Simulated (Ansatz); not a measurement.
# Pressure series in TiO2

The parent structure is TiO$_{2}$ in the rutile structure (space group P4_2/mnm, No. 136; a = 4.643 Å, c = 2.964 Å).

Cell and atoms are relaxed at each pressure.

Method: Ansatz (a program for electronic structure), PBE, PAW, cutoff 420 eV, without spin-orbit coupling.

```tsv
P (GPa)	V (Å³/atom)
-2.00	10.760
-1.00	10.704
0.90	10.604
2.10	10.544
4.50	10.430
9.00	10.234
15.00	10.003
22.50	9.749
30.00	9.526
```

A third-order Birch–Murnaghan fit to these points gives V₀ = 10.65 Å³/atom, B₀ = 204 GPa and B₀′ = 4.9. At pressure 30 GPa the volume is 89.4 % of V₀.

Between the base and pressure 22.5 GPa the gap moves from 1.86 eV to 1.95 eV, a mean slope of 4.2 meV/GPa.

Load acts through the strain it causes; cell and atoms are relaxed under it. Whether these cells are dynamically stable was not tested. Competing high-pressure phases were not computed. All final runs are without spin polarisation.
